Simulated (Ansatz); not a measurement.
A computed series for ScAl3: response to strain

Start from ScAl$_{3}$ in the Cu3Au type structure (space group Pm-3m, No. 221; a = 4.033 Å; relaxed with 0.1 eV smearing).

Strains are applied to the cell and any free atomic positions relax.

Computed with LDA in Ansatz (plane waves to 420 eV, PAW, no spin-orbit coupling).

```csv
isotropic strain (%),pressure (GPa)
-3,10.6
-2.4,?
-1.8,5.9
-1.2,3.8
-0.6,1.8
0,0.0
```

**Question.** Fit P = P₀ − Bδ + Cδ² with δ = (1 + ε)³ − 1 to the rows shown and predict the withheld row.

**Answer.** Least squares on the printed values gives P₀ = 0.0 GPa, B = 96.1 GPa, C = 289 GPa (largest residual 0.0 GPa); this predicts 8.2 GPa, and the run gives 8.1 GPa, in agreement.

Whether these cells are dynamically stable was not tested. All final runs are without spin polarisation.

Ansatz is a program for electronic structure.
